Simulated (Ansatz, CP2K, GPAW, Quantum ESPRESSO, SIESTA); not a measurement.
## Code comparison for MgGeAs₂ (P1, 8 atoms in the cell)

Self-consistent single point, at a second geometry (atoms moved at random). First geometry:

```
MgGeAs2
1.0
   -2.97950     2.97950     5.55323
    2.97950    -2.97950     5.55323
    2.97950     2.97950    -5.55323
Mg Ge As
2 2 4
Direct
  0.75000   0.25000   0.50000
  0.00000   0.00000   0.00000
  0.50000   0.50000   0.00000
  0.25000   0.75000   0.50000
  0.87500   0.39990   0.02490
  0.60010   0.62500   0.47510
  0.37500   0.85010   0.97510
  0.14990   0.12500   0.52490
```

Second geometry:
```
MgGeAs2
1.0
   -2.97950     2.97950     5.55323
    2.97950    -2.97950     5.55323
    2.97950     2.97950    -5.55323
Mg Ge As
2 2 4
Direct
  0.74515   0.25125   0.50336
  0.00165   0.00536   0.99858
  0.49684   0.49706   0.99622
  0.25586   0.76169   0.50968
  0.87003   0.38869   0.01413
  0.60500   0.62111   0.48057
  0.37776   0.85071   0.97970
  0.14771   0.12414   0.51776
```

Shared settings, as Ansatz (a program for electronic structure) writes them: kpoints.mp_grid.grid = 3 3 3; scf.occupations.method = fermi_dirac; scf.occupations.width = 0.05 eV. Potentials and cutoffs stand in the table.

```csv
code,model,ΔF from the first geometry (meV/atom),pressure (GPa),largest force (eV/Å),gap on the mesh (eV),cutoff
SIESTA,"LDA PW92, numerical atomic orbitals DZP, PseudoDojo LDA standard norm-conserving potentials (rewritten from UPF to PSML)",6.9,-0.06,0.872,0.375,grid 300 Ry
Quantum ESPRESSO,"LDA (PZ), GBRV 1.5 ultrasoft (LDA) pseudopotentials",10.5,-1.69,0.931,0.501,50 Ry
CP2K,"LDA (Pade form), GPW, DZVP-MOLOPT-SR-GTH basis, GTH-PADE potentials (GTH_POTENTIALS)",12.2,-1.66,–,0.542,grid 1000 Ry
GPAW,"LDA (Perdew-Wang 92), GPAW PAW datasets LDA (gpaw-data 1.0.1)",10.5,-1.70,0.937,0.518,800 eV
Ansatz,"LDA (PW92), default PAW files made with PBE",10.8,-1.88,0.943,0.501,420 eV
```

Size of the force on each atom (eV/Å): Sizes of forces hide their directions.

```json
[
 {"code": "SIESTA", "Mg1": "0.397", "Mg2": "0.398", "Ge3": "0.322", "Ge4": "0.872", "As5": "0.827", "As6": "0.297", "As7": "0.298", "As8": "0.594"},
 {"code": "Quantum ESPRESSO", "Mg1": "0.325", "Mg2": "0.343", "Ge3": "0.282", "Ge4": "0.759", "As5": "0.931", "As6": "0.466", "As7": "0.164", "As8": "0.288"},
 {"code": "GPAW", "Mg1": "0.323", "Mg2": "0.342", "Ge3": "0.286", "Ge4": "0.769", "As5": "0.937", "As6": "0.469", "As7": "0.166", "As8": "0.289"},
 {"code": "Ansatz", "Mg1": "0.322", "Mg2": "0.340", "Ge3": "0.276", "Ge4": "0.746", "As5": "0.943", "As6": "0.487", "As7": "0.174", "As8": "0.271"}
]
```

A dash marks a value that a program does not give, or that is left out as unsure.

Gaps are read on the mesh.

The spread over the programs that give each value: ΔF from the first geometry within 5.3 meV/atom; pressure within 1.82 GPa; largest force within 0.071 eV/Å; gap on the mesh within 0.167 eV.

SIESTA and CP2K use small atom-centred bases, whose incompleteness enters pressures, forces and empty levels differently from a plane-wave cutoff. Ansatz's pressure is given at a fixed set of plane waves, as the other plane-wave codes print theirs. The same LDA comes in different parametrisations, which differ slightly. In the pressure, SIESTA (by 1.64) lies more than 1 GPa from the median of the plane-wave programs. In the gap, SIESTA (by 0.126) lies more than 0.12 eV from the median of the plane-wave programs. In the force vectors, SIESTA (by 0.390) lies more than 0.08 eV/Å from the median of the plane-wave programs.

The starting cell comes from a database of computed structures (which also holds hypothetical and non-ambient phases and stackings), without a prior relaxation at this level. For this run, on top of that: atoms moved at random.

Keys are those of Ansatz 0.2.
